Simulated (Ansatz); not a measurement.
Rutile MgH2, treated with G0W0@PBE (plane waves, hard PAW, contour deformation, complete-basis limit; Ansatz, a program for electronic structure).

Settings: largest k mesh 6×6×10 (not extrapolated in the mesh).

Cell (measured lattice):

```cif
data_H4Mg2
_chemical_formula_sum 'Mg2 H4'
_space_group_name_H-M_alt 'P 1'
_space_group_IT_number 1
_cell_length_a 4.50100
_cell_length_b 4.50100
_cell_length_c 3.01000
_cell_angle_alpha 90.000
_cell_angle_beta 90.000
_cell_angle_gamma 90.000
loop_
_space_group_symop_operation_xyz
  'x, y, z'
loop_
_atom_site_label
_atom_site_type_symbol
_atom_site_fract_x
_atom_site_fract_y
_atom_site_fract_z
_atom_site_occupancy
Mg1 Mg 0.00000 0.00000 0.00000 1
Mg2 Mg 0.50000 0.50000 0.50000 1
H1 H 0.30600 0.30600 0.00000 1
H2 H 0.80600 0.19400 0.50000 1
H3 H 0.19400 0.80600 0.50000 1
H4 H 0.69400 0.69400 0.00000 1
```

Task: Predict the band gap.

Result: 
- band gap: 5.85 eV (indirect)

Note: the correction to the complete basis was taken at k points off the band edges; cell and atoms aren't relaxed at this level; the gap holds a correction of +0.20 eV to the complete basis, taken at k points off the band edges; the gap is lowered by 0.08 eV for band edges off the mesh, as the parent functional finds them.

Computed values are for the static lattice.
